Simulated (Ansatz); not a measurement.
## Several settings converged on a (100) slab of InSe (cut from a parent of space group no. 12; 8 atoms in the cell)

```yaml
crystal:
  lattice:
    - [4.12985, 0.00000, 0.00000]
    - [0.00000, 5.09837, 0.00000]
    - [0.00000, 0.00000, 22.55191]
  atoms:
    - { symbol: In, position: [0.00000, 0.08566, 0.31039] }
    - { symbol: In, position: [0.50000, 0.96367, 0.44539] }
    - { symbol: Se, position: [0.00000, 0.28621, 0.42140] }
    - { symbol: Se, position: [0.50000, 0.76312, 0.33439] }
    - { symbol: In, position: [0.50000, 0.69552, 0.55461] }
    - { symbol: In, position: [0.00000, 0.57354, 0.68961] }
    - { symbol: Se, position: [0.50000, 0.89607, 0.66561] }
    - { symbol: Se, position: [0.00000, 0.37299, 0.57860] }
```

Base method: PBEsol, PAW files made with PBE (plane waves; Ansatz, an electronic-structure program).

Base settings: basis.ecutwfc = 30.9 Ry; kpoints.mp_grid.grid = 4 3 1; hamiltonian.xc = pbesol; hamiltonian.pseudopotentials = {kind: paw} (the program's default PAW files); scf.occupations.method = fermi_dirac; scf.occupations.width = 0.0037 Ry.

The count of work is k-points × plane waves × bands × iterations; it is no time. Core times come from one kind of shared machine, to one figure; runs under 30 s give none.

**The vacuum**

The mesh stays at the base's, so the ladder's end is converged at best in this setting alone.

Only quantities that move along the ladder and can be compared are tabulated.

| vacuum between outermost atoms (Å) | free energy less the last step's (meV/atom) | largest difference of a force vector from the last step's (eV/Å) | count of work / last |
|---|---|---|---|
| 3.0 | -135.10 | 0.721 | 0.25 |
| 4.0 | -45.48 | 0.260 | 0.27 |
| 5.0 | -10.01 | 0.092 | 0.32 |
| 6.0 | -1.46 | 0.041 | 0.38 |
| 7.0 | -0.11 | 0.015 | 0.40 |
| 8.0 | 0.04 | 0.005 | 0.43 |
| 10.0 | 0.02 | 0.001 | 0.48 |
| 12.0 | 0.00 | 0.000 | 0.53 |
| 14.0 | 0.00 | 0.000 | 0.59 |
| 17.0 | 0.00 | 0.000 | 0.66 |
| 20.0 | 0.00 | 0.000 | 0.74 |
| 25.0 | 0.00 | 0.000 | 0.87 |
| 30.0 | 0.00 | 0.000 | 1.0 |

Smallest vacuum between outermost atoms (Å) that holds the forces within 0.01 eV/Å of the last step, with all finer ones: 8.0, at 0.43 of the last step's count of work; the step before is off by 0.015 eV/Å.

Smallest vacuum between outermost atoms (Å) that holds the free energy within 1 meV/atom of the last step, with all finer ones: 7.0, at 0.40 of the last step's count of work; the step before is off by 1.5 meV/atom.

**The k-point mesh**

Only quantities that move along the ladder and can be compared are tabulated.

```csv
kpoints.mp_grid.grid,free energy less the last step's (meV/atom),largest difference of a force vector from the last step's (eV/Å),count of work / last,core time / last (rough)
2 2 1,51.75,0.402,0.040,–
3 2 1,1.18,0.181,0.040,–
3 3 1,11.52,0.049,0.040,–
4 3 1,0.93,0.066,0.061,–
4 4 1,2.03,0.029,0.091,–
5 4 1,1.97,0.014,0.091,–
6 5 1,0.05,0.007,0.12,–
7 6 1,-0.12,0.005,0.16,–
8 7 1,-0.03,0.002,0.20,–
9 8 1,-0.06,0.003,0.25,0.3
11 9 1,0.01,0.001,0.30,0.3
13 10 1,-0.01,0.000,0.42,0.4
15 12 1,0.00,0.000,0.57,0.6
18 14 1,0.00,0.000,0.81,0.8
21 17 1,0.00,0.000,1.0,1
```

Coarsest kpoints.mp_grid.grid that holds the free energy within 1 meV/atom of the last step, with all finer ones: 6 5 1, at 0.12 of the last step's count of work; the step before is off by 2.0 meV/atom.

Coarsest kpoints.mp_grid.grid that holds the forces within 0.005 eV/Å of the last step, with all finer ones: 7 6 1, at 0.16 of the last step's count of work; the step before is off by 0.007 eV/Å.

**The plane-wave cutoff**

The mesh stays at the base's, so the ladder's end is converged at best in this setting alone.

Only quantities that move along the ladder and can be compared are tabulated.

| basis.ecutwfc | free energy less the last step's (meV/atom) | largest difference of a force vector from the last step's (eV/Å) | count of work / last |
|---|---|---|---|
| 15.4 Ry | 2921.98 | 0.167 | 0.13 |
| 18.4 Ry | 509.85 | 0.038 | 0.17 |
| 21.7 Ry | 47.31 | 0.011 | 0.21 |
| 26.1 Ry | 1.46 | 0.001 | 0.28 |
| 30.9 Ry | 0.68 | 0.000 | 0.35 |
| 37.1 Ry | 0.25 | 0.000 | 0.47 |
| 46.3 Ry | 0.06 | 0.000 | 0.65 |
| 61.7 Ry | 0.00 | 0.000 | 1.0 |

Coarsest basis.ecutwfc that holds the free energy within 1 meV/atom of the last step, with all finer ones: 30.9 Ry, at 0.35 of the last step's count of work; the step before is off by 1.5 meV/atom.

Coarsest basis.ecutwfc that holds the forces within 0.005 eV/Å of the last step, with all finer ones: 26.1 Ry, at 0.28 of the last step's count of work; the step before is off by 0.011 eV/Å.

On the base run: the starting cell comes from a database of computed structures (which also holds hypothetical and non-ambient phases and stackings), without a prior relaxation at this level. The slab is cut from that crystal, and its faces are unrelaxed. Its lattice was rescaled by up to half a per cent. Spin polarisation is off, though cut faces can carry moments; the slab shows no gap. Without a gap this mesh is coarse (it stands for a supercell whose shortest in-plane vector is 15 Å).

Keys are those of Ansatz 0.2.
